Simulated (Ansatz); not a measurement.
Base system: C in the diamond structure (space group Fd-3m, No. 227; a = 3.5603 Å). Axes: x, y, z lie along the cube axes.

Level of theory: r2SCAN (Ansatz, a program for electronic structure; PAW; 500 eV plane waves; spin-orbit coupling left out), earlier PAW set.

Strains are applied to the cell and any free atomic positions relax; under biaxial strain the out-of-plane vector relaxes too.

One change was made to it. Results:

The smallest direct gap decreases by 0.06 eV to 5.83 eV; the band gap shrinks by 0.03 eV, from 4.36 eV to 4.33 eV.

Problem. Name the change that was made.
A) uniaxial strain ε_xx = +3.77 %
B) uniaxial strain ε_zz = −4.26 %
C) biaxial strain +0.21 %, plane normal [110], relaxed out of plane
D) uniaxial strain ε_xx = +0.79 %
E) strain tensor (xx, yy, zz, yz, xz, xy) = (+1.34, −0.36, −1.12, +0.11, −0.94, +0.43) %

Solution. C, biaxial strain +0.21 %, plane normal [110], relaxed out of plane. For comparison, the band gap in the other runs: uniaxial strain ε_xx = +3.77 % gives 3.79 eV; uniaxial strain ε_xx = +0.79 % gives 4.24 eV; uniaxial strain ε_zz = −4.26 % gives 3.27 eV; strain tensor (xx, yy, zz, yz, xz, xy) = (+1.34, −0.36, −1.12, +0.11, −0.94, +0.43) % gives 3.92 eV.

A biaxial case was relaxed in a doubled cell and then solved in the primitive one. Whether these cells are dynamically stable was not tested.
